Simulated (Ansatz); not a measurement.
Consider Si in the diamond structure (space group Fd-3m, No. 227; a = 5.434 Å). Axes: x, y, z lie along the cube axes.

One thing is altered: the symmetric strain tensor [0.0015 -0.0024 -0.0026; -0.0024 0.0034 -0.0040; -0.0026 -0.0040 0.0014], atoms relaxed at fixed cell.

Levels (all Ansatz, an electronic-structure program, PAW, earlier PAW set): PBEsol (420 eV, no SOC); r2SCAN (500 eV, without spin-orbit coupling); HSE06 (420 eV, no spin-orbit coupling); PBEsol+SOC (420 eV, spin-orbit coupling included); HSE06+SOC (420 eV, noncollinear with spin-orbit coupling).

One geometry, relaxed with PBEsol, under each level:

The valence-band top lists the three highest levels at Γ (Kramers pairs under SOC), from the VBM.

```tsv
level	band gap	lowest conduction level above the VBM at special points	valence-band top at Γ	pressure
PBEsol	0.41 eV	V 0.49 eV; T 0.52 eV; U 0.53 eV; R 1.29 eV	0.00, -0.07, -0.09 eV	-0.59 GPa
r2SCAN	0.71 eV	V 0.80 eV; T 0.82 eV; U 0.83 eV; R 1.69 eV	–	-0.05 GPa
HSE06	___	___	–	–
PBEsol+SOC	0.41 eV	V 0.49 eV; T 0.51 eV; U 0.52 eV; R 1.28 eV	0.00, -0.07, -0.11 eV	-0.59 GPa
HSE06+SOC	___	___	___	–
```

Q: Give the withheld HSE06 and HSE06+SOC results.

A: 
- HSE06, band gap: 1.07 eV
- HSE06, lowest conduction level above the VBM at special points: V 1.17 eV; T 1.19 eV; U 1.20 eV; Γ 3.20 eV
- HSE06+SOC, band gap: 1.07 eV
- HSE06+SOC, lowest conduction level above the VBM at special points: V 1.16 eV; T 1.18 eV; U 1.20 eV; Γ 3.19 eV
- HSE06+SOC, valence-band top at Γ: 0.00, -0.07, -0.12 eV

Single points use the geometry relaxed with PBEsol. Their cutoffs differ, which shifts pressures a little. HSE06 gaps are upper bounds (no full band path). Differences between runs with and without spin-orbit coupling are approximate. Stability against distortions was not tested. k-point labels follow each cell's own Brillouin zone.
